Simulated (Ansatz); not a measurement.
Take CaC$_{2}$ (space group C2/c, No. 15; a = 6.5202 Å, b = 4.0835 Å, c = 7.2909 Å, α = 90.00°, β = 106.08°, γ = 90.00°; a cell from a computed database, its experimental status unchecked) as the base.

It is then changed as follows: an isotropic linear strain of −0.29 %; the atoms relax in the strained cell.

Levels (all Ansatz, an electronic-structure program, PAW): PBEsol (420 eV, spin-orbit coupling left out); r2SCAN (500 eV, without spin-orbit coupling); HSE06 (420 eV, spin-orbit coupling left out).

One geometry, relaxed with PBEsol, under each level:

```json
[
 {"level": "PBEsol", "band gap": "1.70 eV", "lowest conduction level above the VBM at special points": "Y₂ 1.70 eV; L₂ 2.56 eV; Γ 3.07 eV; M₂ 3.09 eV", "pressure": "0.51 GPa"},
 {"level": "r2SCAN", "band gap": "2.16 eV", "lowest conduction level above the VBM at special points": "Y₂ 2.16 eV; L₂ 3.05 eV; Γ 3.55 eV; M₂ 3.56 eV", "pressure": "1.73 GPa"},
 {"level": "HSE06", "band gap": "3.12 eV", "lowest conduction level above the VBM at special points": "Y₂ 3.12 eV; L₂ 4.03 eV; Γ 4.63 eV", "pressure": "–"}
]
```

Single points use the geometry relaxed with PBEsol. Their cutoffs differ, which shifts pressures a little. The hybrid gap comes from the SCF mesh plus the semilocal run's edge points and a few special points and is an upper bound. Whether these cells are dynamically stable was not tested.
